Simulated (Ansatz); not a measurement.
The starting structures come from a database of crystals and need not be the phases stable at ambient conditions.

 Where the default PAW files enter, the runs use the earlier of Ansatz's two default sets.

Consider the following.

```
SnS2
1.0
    7.37625     0.00000     0.00000
   -3.68812     6.38802     0.00000
    3.68812     2.12934     6.02268
Sn S
4 8
Direct
  0.25000   0.87500   0.87500
  0.75000   0.87500   0.87500
  0.25000   0.37500   0.87500
  0.75000   0.87500   0.37500
  0.75598   0.12201   0.12201
  0.25598   0.62799   0.62799
  0.75598   0.63397   0.12201
  0.25598   0.62799   0.11603
  0.24402   0.12201   0.63397
  0.74402   0.11603   0.62799
  0.24402   0.12201   0.12201
  0.74402   0.62799   0.62799
```

Space group of this cell: Fd-3m. The cell is taken as given; by PBEsol its mean pressure is -0.6 GPa.

All values below come from PBEsol (plane waves, PAW; Ansatz, a first-principles code).

The current runs along the normal of the first two printed vectors; no spin-orbit coupling. Scaled by the factor s: all lengths (ions clamped). Meshes 6×6×6 and 6×6 across the current in all rows.

```tsv
s	mean pressure (GPa)	band gap (eV)
0.98	4.6	?
1.00	-0.6	1.13
1.02	-4.4	1.04
```

Q: Take the slope of the band gap against ln s from the two given rows, extrapolate to s = 0.98, and say what the run there gives.

A: Slope = (1.04 − 1.13) / ln 1.02 = -4.54 eV. The line gives 1.13 + (-4.54) × ln 0.98 = 1.22 eV. The run gives 1.22 eV, as the line does.
